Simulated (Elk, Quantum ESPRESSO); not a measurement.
## ErAgS2 (P4/mmm, 4 atoms in the cell) computed with different codes at matched settings

Self-consistent single point, at a second geometry (lattice scaled by 0.98). First geometry:

```
ErAgS2
1.0
    3.91297     0.00000     0.00000
    0.00000     3.91297     0.00000
    0.00000     0.00000     5.41348
Er Ag S
1 1 2
Cartesian
  1.95649   1.95649   0.00000
  0.00000   0.00000   2.70674
  0.00000   0.00000   0.00000
  1.95649   1.95649   2.70674
```
Moments meant for the start (each program seeds them in its own way; μB, in the order of the atoms Er Ag S S): 3.0 0.0 0.0 0.0.

Shared settings, as Quantum ESPRESSO writes them: occupations = smearing; smearing = fermi-dirac; degauss = 0.0099958 Ry; nspin = 2; K_POINTS = automatic 6 6 4 0 0 0. Potentials and cutoffs stand in the table.

```
code                                                                                                          model  ΔF from the first geometry (meV/atom)  size of the net moment (μB/atom)    cutoff
----------------  -------------------------------------------------------------------------------------------------  -------------------------------------  --------------------------------  --------
Elk               PBEsol, all-electron FP-LAPW, Elk's shipped species files, APW+lo basis with extra local orbitals                                   -3.4                              0.66  rgkmax 8
Quantum ESPRESSO                                               PBEsol, SSSP 1.1.2 efficiency (PBE) pseudopotentials                                   -5.7                              0.66     60 Ry
```

On Elk's run: spin-orbit coupling is off. With one magnetic atom in the cell only a parallel order is possible. With U or open f shells several self-consistent states can exist. The f electrons are in the valence without U or exact exchange, which can misplace them near the Fermi level. Spin-orbit terms, which matter for f shells, are left out.

The spread over the programs that give each value: ΔF from the first geometry within 2.3 meV/atom; size of the net moment within 0.00 μB/atom.

Elk treats all electrons, but the usual bases taken here (sphere radii, linearisation, local orbitals, empty states) were not tested for convergence, so the values are no reference for the others.

The starting cell comes from a database of computed structures (which also holds hypothetical and non-ambient phases and stackings), without a prior relaxation at this level. For this run, on top of that: lattice scaled by 0.98.

Left out of this page: Ansatz (unsound by tests on forces, stress, charge or solver warnings).
